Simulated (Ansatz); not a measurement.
RbH (Fm-3m), Ansatz (a program for electronic structure) with PBEsol, rigid bands: N_v = 1.22e20 cm⁻³ at 300 K and a hole conductivity mass of 0.925 mₑ.

Task: For 1e16 holes per cm³ at 300 K, place the Fermi level, estimate the Seebeck coefficient of a parabolic band with constant τ, and give mobility and conductivity for τ = 10 fs.

Result: The level lies k_BT ln(N_v/p) = 0.243 eV above the valence-band maximum. S ≈ +(k_B/e)[ln(N_v/p) + 5/2] = 1026 μV/K, against 1022 μV/K from the full bands (mean over directions). μ = eτ/m = 19.0 cm²/(V·s) and σ = peμ = 0.0305 S/cm. τ is assumed, not computed.

Band transport and this doping are assumed; polarons and phonon drag are left out. Spin-orbit coupling is left out; where it splits the top of the valence band, N_v and the p-type Seebeck coefficient come out somewhat high without it.

Formula and space group known from diffraction (Crystallography Open Database), not checked to be the room-temperature form: RbH (Fm-3m).
